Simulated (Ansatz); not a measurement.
# Cubic perovskite CsPbCl3 (cubic high-temperature phase)

These are PBE-D3(BJ) (PAW; Ansatz, an electronic-structure program) values and carry that method's errors.

Numerical settings: plane-wave cutoff 500 eV, 8×8×8 k mesh, Fermi–Dirac smearing 0.05 eV, scalar-relativistic PAW data made under PBE.

Cell (relaxed at this level):

```xyz
5
Lattice="5.6682 0.0000 0.0000 0.0000 5.6682 0.0000 0.0000 0.0000 5.6682" Properties=species:S:1:pos:R:3 pbc="T T T"
Cs     0.0000     0.0000     0.0000
Pb     2.8341     2.8341     2.8341
Cl     0.0000     2.8341     2.8341
Cl     2.8341     0.0000     2.8341
Cl     2.8341     2.8341     0.0000
```

| Property | Value |
|---|---|
| band gap | 2.07 eV (on the SCF k mesh) |

Note: the relaxation could not lower the start's symmetry, so the cell can be a saddle point above a distorted one.

Spin–orbit coupling is not included; with these elements it can move the gap by several tenths of an eV or more.

Computed values are for the static lattice.

Cost on a shared machine: around 50 core-seconds (rough).
